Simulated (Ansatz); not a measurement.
Base system: CdTe in the zinc blende structure (space group F-43m, No. 216; a = 6.619 Å).

Calculations: PBE (Ansatz, a quantum-chemistry and plane-wave program), no spin-orbit coupling, earlier PAW set.

Base values:

```
Quantity             Value
-------------  -----------
Gap character  direct at Γ
```

One thing is altered: 0.0362 electrons added to each cell, a density of 5.0×10^20 cm⁻³, with a uniform compensating background at fixed cell and a 300 K Fermi–Dirac width.

Question: How does this affect the gap character?

Answer: The gap character is still direct at Γ.

Charged cell with a jellium background: band edges are those of the host's band count, energies are not comparable with the neutral cell, and many-body gap narrowing is missing. With Te present, leaving out spin-orbit coupling can change the band edges. No phonon test of stability was made.
